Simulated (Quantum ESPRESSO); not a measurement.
A user runs Quantum ESPRESSO on TiSi2 (Fddd, 6 atoms in the cell) and asks whether the run is sound. The aim is a self-consistent single point with DFT, PBEsol, plane waves, GBRV 1.5 ultrasoft (PBESOL) pseudopotentials.

Cell that was meant: a = 5.9410 Å, b = 4.8987 Å, c = 4.7721 Å, α = 75.79°, β = 53.07°, γ = 51.14°.

Part of the input:

```fortran
    nat = 6
    ntyp = 2
    ecutwfc = 50
    ecutrho = 100
    occupations = 'smearing'
    smearing = 'fd'
    degauss = 0.0073499
```

Log, with long lists cut:

```
     Message from routine set_cutoff:
     ecutrho < 4*ecutwfc, are you sure?
     Message from routine setup:
   [... lines left out ...]
        k(    1) = (   0.0000000   0.0000000   0.0000000), wk =   0.0092593
        k(    2) = (   0.2066930   0.1199498  -0.1158589), wk =   0.0740741
        k(    3) = (   0.4133860   0.2398996  -0.2317178), wk =   0.0740741
   [... 43 lines left out ...]

     Dense  grid:     9607 G-vectors     FFT dimensions: (  36,  32,  32)

     Initial potential from superposition of free atoms

     starting charge      37.9973, renormalised to      40.0000

     negative rho (up, down):  8.367E-03 0.000E+00
     Self-consistent Calculation

     iteration #  1     ecut=    50.00 Ry     beta= 0.70

     Threshold (ethr) on eigenvalues was too large:
     Diagonalizing with lowered threshold

     negative rho (up, down):  7.711E-03 0.000E+00

     total energy              =    -276.73808985 Ry
     estimated scf accuracy    <       0.28295200 Ry

     iteration #  2     ecut=    50.00 Ry     beta= 0.70

     negative rho (up, down):  6.825E-03 0.000E+00

     total energy              =    -276.66004969 Ry
     estimated scf accuracy    <       0.71463221 Ry

     iteration #  3     ecut=    50.00 Ry     beta= 0.70

     negative rho (up, down):  6.622E-03 0.000E+00

     total energy              =    -276.82666481 Ry
     estimated scf accuracy    <       0.09851134 Ry

   [... 10 blocks of this kind left out ...]

     iteration # 14     ecut=    50.00 Ry     beta= 0.70

     negative rho (up, down):  6.482E-03 0.000E+00

     total energy              =    -276.83769604 Ry
     estimated scf accuracy    <          2.6E-10 Ry

     iteration # 15     ecut=    50.00 Ry     beta= 0.70

     negative rho (up, down):  6.482E-03 0.000E+00
     End of self-consistent calculation

     the Fermi energy is    12.4733 ev

!    total energy              =    -276.83769604 Ry
     estimated scf accuracy    <          1.4E-11 Ry
     smearing contrib. (-TS)   =      -0.00464556 Ry
     internal energy E=F+TS    =    -276.83305048 Ry

     convergence has been achieved in  15 iterations

     negative rho (up, down):  6.482E-03 0.000E+00

     Forces acting on atoms (cartesian axes, Ry/au):

     atom    1 type  1   force =     0.00000000    0.00000000   -0.00000000
     atom    2 type  1   force =     0.00000000    0.00000000    0.00000000
     atom    3 type  2   force =     0.00000000   -0.00288371    0.00000000
     atom    4 type  2   force =     0.00000000    0.00288371   -0.00000000
   [... lines left out ...]
     Total force =     0.005767     Total SCF correction =     0.000001
   [... lines left out ...]

     negative rho (up, down):  6.482E-03 0.000E+00
          total   stress  (Ry/bohr**3)                   (kbar)     P=      -18.88
  -0.00011134   0.00000000   0.00000000          -16.38        0.00        0.00
   0.00000000  -0.00010346   0.00000000            0.00      -15.22        0.00
   0.00000000  -0.00000000  -0.00017018            0.00       -0.00      -25.03

   JOB DONE.
```

### Question
Can these results be used? Check the input.

### Answer
The run is not sound. The fault is a density cutoff or grid that is too coarse. The density and potential grid has to resolve products of orbitals and any augmentation charge. To fix it, restore the density cutoff. The run converged in 15 iterations without an error; against the sound input the free energy goes down by 19.9 meV/atom, the pressure goes from -2.98 to -1.89 GPa and the largest force goes from 0.080 to 0.074 eV/Å.

The sound input it was made from differs as follows (other fixes are possible):
```diff
-    ecutrho = 100
+    ecutrho = 400
```

With that input, the run converged in 14 iterations: free energy E − TS -3766.4495 eV; Fermi level (on the code's own zero) 12.47 eV; pressure -2.98 GPa; largest force (vector length) 0.080 eV/Å (DFT, PBEsol, plane waves, GBRV 1.5 ultrasoft (PBESOL) pseudopotentials).

On the sound input: the starting cell comes from a database of computed structures (which also holds hypothetical and non-ambient phases and stackings), without a prior relaxation at this level. Its lattice was rescaled by a random factor within 2.5 % of one. Spin polarisation is off.
